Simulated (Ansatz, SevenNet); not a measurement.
# InSe (P6₃/mmc, No. 194, 8 atoms in the cell; start mp-20485; a measured phase of this formula has another space group): properties by level of theory

```tsv
level (code)	equilibrium lattice constant a (Å)	lattice parameter c (Å)
SevenNet-l3i5	4.092	19.583
PBEsol (Ansatz)	4.006	17.004
PBE-D3(BJ) (Ansatz)	4.032	16.761
r²SCAN (Ansatz)	4.043	17.432
r²SCAN-D4 (Ansatz)	4.027	17.059
```

Caveats: the cell has another shape than the first-principles one, perhaps another minimum in the same group (SevenNet-l3i5); the relaxation could not lower the start's symmetry, so the cell can be a saddle point above a distorted one (SevenNet-l3i5, PBEsol, PBE-D3(BJ), r²SCAN, r²SCAN-D4). Ansatz's density-functional and Hartree–Fock values are scalar-relativistic unless marked +SOC, with PAW data made under PBE.

Static lattice: no zero-point or thermal effects.

A start named mp-… is a Materials Project structure, which need not be a measured phase.

Ansatz is an electronic-structure program.
